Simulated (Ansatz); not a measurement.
System: O vacancy in rock-salt MgO (charge state +2). The step: one O atom jumps into the vacancy from a nearby O site; the atom moves 2.86 Å along (0.00, 0.48, 0.48) of the unit cell; the moving atom starts with neighbours 2 Mg at 2.09, 2 Mg at 2.13, 2 Mg at 2.18 Å and ends with 2 Mg at 2.09, 2 Mg at 2.13, 2 Mg at 2.18 Å. A PBE band in Ansatz (plane-wave PAW, the Γ point alone, 64 host sites, 28 SCF runs with any check of the saddle's order, static, no finite-size correction) gives a forward barrier of 2.06 eV. The saddle point's order was not checked, and it lies on a symmetry element of the cell, where a band can be held. The charge state is imposed; whether it is stable for some Fermi level was not computed. Forms of the defect that were not tried may lie lower.

Single points at the band's start and saddle point can refine it. Rough cost of one point, in units of the band's mean SCF on the same machine:

```
Level                                             Cost of one point
------------------------------------------------  -----------------
PBE, a 2×2×2 k-point mesh shifted by half a step            about 7
r2SCAN at 500 eV, the Γ point alone                         about 3
HSE06, Γ point alone                                       about 10
```

Question: Which of these move the barrier by more than 0.1 eV, and how far does each move it?

Answer: Not one does. PBE, a 2×2×2 k-point mesh shifted by half a step: +0.06 eV; r2SCAN at 500 eV, the Γ point alone: +0.07 eV; HSE06, Γ point alone: 0.00 eV. Each functional is compared with PBE at the same k-points.

Ansatz is a quantum-chemistry and plane-wave program.
